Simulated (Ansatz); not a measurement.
A computed series for CdSe: response to strain

Base system: CdSe in the wurtzite structure (space group P6_3mc, No. 186; a = 4.383 Å, c = 7.154 Å).

Strains are applied to the cell and any free atomic positions relax.

The values are results of plane-wave PAW DFT at the PBE level (Ansatz, a first-principles code, 420 eV), no spin-orbit coupling, not measurements.

| isotropic strain (%) | band gap (eV) |
|---|---|
| 0 | 0.54 |
| 0.6 | ? |
| 1.2 | 0.47 |
| 1.8 | 0.43 |
| 2.4 | 0.39 |
| 3 | 0.35 |

Problem. Fit E_g = E₀ + Dε (ε in %) to the rows shown and predict the withheld row.

Solution. Least squares on the printed values gives E₀ = 0.54 eV, D = -63.5 meV per % of strain (largest residual 0.00 eV); this predicts 0.50 eV, and the run gives 0.50 eV, in agreement.

No phonon test of stability was made.
